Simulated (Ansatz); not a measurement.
We consider SrZrS3 (model structure, started from the cubic perovskite type, Pm-3m, No. 221, 5 atoms in the cell), described by PBEsol (plane waves, PAW; Ansatz, a quantum-chemistry and plane-wave program).

Run with plane-wave cutoff 520 eV, 8×8×8 k mesh, Fermi–Dirac smearing 0.01 eV, scalar-relativistic PAW data made under PBE.

Cell (relaxed with PBEsol):

```xyz
5
Lattice="4.9481 0.0000 0.0000 0.0000 4.9481 0.0000 0.0000 0.0000 4.9481" Properties=species:S:1:pos:R:3 pbc="T T T"
Sr     0.0000     0.0000     0.0000
Zr     2.4740     2.4740     2.4740
S      0.0000     2.4740     2.4740
S      2.4740     2.4740     0.0000
S      2.4740     0.0000     2.4740
```

What does this level give for the band gap and smallest direct gap on the k points sampled?


* **band gap**: 0.32 eV
* **smallest direct gap on the k points sampled**: 0.81 eV

Note: the relaxation could raise the start's symmetry but not lower it, so the cell can be a saddle point.

Spin–orbit coupling is not included.

Computed values are for the static lattice.

It cost about 40 core-seconds (a rough figure) of CPU time.

A model structure was made by putting elements into a prototype or built by hand; it is no filed structure, need not be a known phase, and can be a saddle point held by its symmetry.
